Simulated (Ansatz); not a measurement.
We consider cubic perovskite CsPbF₃, described by PBEsol in Ansatz (PAW).

Numerical settings: plane-wave cutoff 520 eV, 8×8×8 k mesh, Fermi–Dirac smearing 0.01 eV, scalar-relativistic PAW data made under PBE.

Computed points:

```csv
V (Å³/atom),E − E_lowest (meV/atom),P (GPa)
20.982,12.56,3.20
21.428,5.35,2.00
21.875,1.28,0.94
22.321,0.00,0.00
22.768,1.20,-0.84
23.214,4.60,-1.59
23.660,9.97,-2.25
```

Problem. Fit the third-order Birch–Murnaghan equation and give B0 and B′.

Solution. V0 = 22.320 Å³/atom, B0 = 44.5 GPa, B′ = 4.9 (fit to the energies at full precision).

Spin–orbit coupling is not included; it can shift volumes and moduli of such heavy elements.

Computed values are for the static lattice.

It cost very roughly 110 core-seconds of CPU time.

Ansatz is a first-principles code.
